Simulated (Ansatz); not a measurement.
A computed series for Hf: response to strain

Start from Hf in the hcp (Mg type) structure (space group P6_3/mmc, No. 194; relaxed with 0.1 eV smearing).

Space group P6₃/mmc (No. 194); a = 3.198 Å, b = 3.198 Å, c = 5.049 Å, α = 90.00°, β = 90.00°, γ = 120.00°

```tsv
atom	site	symmetry	x	y	z
Hf	2c	-6m2	0.3333	0.6667	0.2500
```

Strains are applied to the cell and any free atomic positions relax.

All numbers come from r2SCAN in Ansatz (plane waves to 500 eV, PAW, spin-orbit coupling left out).

Notes on the quantities. pressure: mean of the normal stresses, compression positive.

```tsv
isotropic strain (%)	pressure (GPa)
0	0.0
0.5	?
1	-3.1
1.5	-4.6
2	-5.9
2.5	-7.2
3	-8.4
```

**Question.** Fit P = P₀ − Bδ + Cδ² with δ = (1 + ε)³ − 1 to the rows shown and predict the withheld row.

**Answer.** Least squares on the printed values gives P₀ = 0.0 GPa, B = 109 GPa (at held cell shape), C = 198 GPa (largest residual 0.0 GPa); this predicts -1.6 GPa, and the run gives -1.6 GPa, in agreement.

Whether these cells are dynamically stable was not tested. All final runs are without spin polarisation.

Ansatz is a quantum-chemistry and plane-wave program.
